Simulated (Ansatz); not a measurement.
All values below come from PBE (plane waves to 420 eV, PAW; Ansatz, a quantum-chemistry and plane-wave program).

Host crystal: 3C silicon carbide, with a band gap (PBE, scalar-relativistic without spin-orbit coupling).

Planar average of the electrostatic potential across the slab, in eV from the Fermi level, for CH3 on the 1x1 (110) surface of 3C silicon carbide (cut with top plane C + Si), one in a 2x2 cell, started at the site 'top C':

(z (Å), V (eV)): (5.34, 4.86); (5.62, 4.86); (5.91, 4.86); (6.19, 4.86); (6.47, 4.86); (6.75, 4.85); (7.03, 4.85); (7.31, 4.83); (7.59, 4.79); (7.88, 4.69); (8.16, 4.48); (8.44, 4.01); (8.72, 2.92); (9.00, 0.49); (9.28, -4.86); (9.56, -10.40); (9.84, -11.74); (10.12, -9.29); (10.41, -7.29); (10.69, -9.05); (10.97, -12.66); (11.25, -12.91); (11.53, -8.69); (11.81, -4.17); (12.09, -4.53); (12.38, -9.26); (12.66, -13.01); (12.94, -11.85); (13.22, -7.29); (13.50, -4.61); (13.78, -7.32); (14.06, -11.92); (14.34, -13.18); (14.62, -9.52); (14.91, -4.86); (15.19, -4.66); (15.47, -9.22); (15.75, -13.39); (16.03, -13.07); (16.31, -9.39); (16.59, -7.59); (16.88, -9.41); (17.16, -11.98); (17.44, -11.27); (17.72, -6.27); (18.00, -1.00); (18.28, 1.04); (18.56, 1.03); (18.84, 1.04); (19.12, 2.24); (19.41, 2.97); (19.69, 3.10); (19.97, 3.43); (20.25, 3.60); (20.53, 3.66); (20.81, 3.68); (21.09, 3.69); (21.38, 3.69); (21.66, 3.69); (21.94, 3.69); (22.22, 3.69); (22.50, 3.69); (22.78, 3.69); (23.06, 3.69); (23.34, 3.69); (23.62, 3.69); (23.91, 3.69)

Model: 52-atom slab, 7.7 Å thick at the start under the adsorbate (thin: gaps and levels are the slab's own), 3x3x1 mesh, Fermi-Dirac 0.01 eV, dipole correction, 24 atoms held, the rest relaxed; no symmetry held; spin-polarised, ending with about 0.1 μB a cell, a value that depends on the mesh; orders that need a larger cell were not tried, no spin-orbit, no U, no dispersion correction. The slab shows no gap over 0.04 eV on its mesh. At the end it is bonded to C. In PBE it is, or lies within 0.03 eV of, the lowest of the starts that converged.

**Question.** The surface cell has an area of 54.26 Å². What dipole along the normal does the step between the two vacuum levels imply?

**Answer.** the top vacuum level lies 1.17 eV below the bottom one; p = −ε₀ A ΔV (ε₀ = 0.005526 e/(V·Å)) gives 0.35 e·Å a cell.
